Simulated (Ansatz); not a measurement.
The reference is Cs$_{2}$AgBiBr$_{6}$ (space group Fm-3m, No. 225; a = 11.187 Å).

Level of theory: PBEsol (Ansatz, an electronic-structure program), no SOC.

Base values:

```
Quantity                Value
-------------------  --------
Lattice parameter a  11.187 Å
```

It is then changed as follows: every Bi is replaced by Tl; the structure is relaxed again.

Tabulated Pauling electronegativity and covalent radius: Bi 2.02, 1.48 Å; Tl 1.62, 1.45 Å.

### Question
Predict the new lattice parameter a.

### Answer
The lattice parameter a shrinks by 0.177 Å to 11.010 Å.

Whether these cells are dynamically stable was not tested. For Cs2TlAgBr6 in this form, whether it has been made was not checked. No Hubbard U is applied, and correlation can decide whether such a compound is a metal. All final runs are without spin polarisation.
